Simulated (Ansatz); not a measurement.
## What pressure 3 GPa does to hypothetical diamond Ti

Consider Ti in the diamond structure (space group Fd-3m, No. 227; a = 5.519 Å; a hypothetical phase, not in the database extracts checked).

The change: cell and atoms relaxed at a pressure of 3 GPa.

Calculations: PBEsol (Ansatz, a quantum-chemistry and plane-wave program; PAW; 420 eV plane waves; no spin-orbit coupling). k-mesh 15×15×15 (Γ-centred); smearing 0.05 eV (Fermi–Dirac).

The density grows by 0.33 g/cm³, from 3.78 g/cm³ to 4.11 g/cm³ and the lattice parameter a shrinks by 15.1 pm, from 551.9 pm to 536.8 pm. The shortest interatomic distance decreases by 6.6 pm to 232.4 pm and the enthalpy H = E + PV relative to the base's energy amounts to +0.38 eV/atom. The band gap stays zero.

Cost of the whole job for the changed cell (relaxation, final SCF and bands): very roughly 29 core-seconds.

Load acts through the strain it causes; cell and atoms are relaxed under it. Stability against distortions was not tested. All final runs are without spin polarisation. Ti has a high density of states at the Fermi level and may be magnetic at this level.
